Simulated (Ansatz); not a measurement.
## Y2Si (model structure, started from the Ca2N type, R-3m, No. 166, 3 atoms in the cell): properties by level of theory

```
level (code)           lattice parameter a (Å)  c axis length (Å)  cohesive energy (eV/atom)
---------------------  -----------------------  -----------------  -------------------------
LDA (Ansatz)                             4.013         (withheld)                       5.39
PBE (Ansatz)                             4.100             18.402                       4.67
PBE-D3(BJ) (Ansatz)                 (withheld)             18.018                 (withheld)
r²SCAN (Ansatz)                     (withheld)             18.476                       4.71
r²SCAN+rVV10 (Ansatz)                    4.112         (withheld)                       4.91
```

Problem. Some entries are withheld; supply them.

Solution. 
- LDA (Ansatz, an electronic-structure program), c axis length (Å): 17.825
- PBE-D3(BJ) (Ansatz), lattice parameter a (Å): 4.055
- PBE-D3(BJ) (Ansatz), cohesive energy (eV/atom): 4.99
- r²SCAN (Ansatz), lattice parameter a (Å): 4.122
- r²SCAN+rVV10 (Ansatz), c axis length (Å): 18.324

Ansatz's density-functional and Hartree–Fock values are scalar-relativistic unless marked +SOC, with PAW data made under PBE.

The crystal itself was run without spin with LDA, PBE, PBE-D3(BJ), r²SCAN, r²SCAN+rVV10; a magnetic state was not tried in these runs.

Free atoms are spin-polarised, in the lowest state found; at levels without +SOC their spin–orbit coupling is left out.

A model structure was made by putting elements into a prototype or built by hand; it is no filed structure, need not be a known phase, and can be a saddle point held by its symmetry.
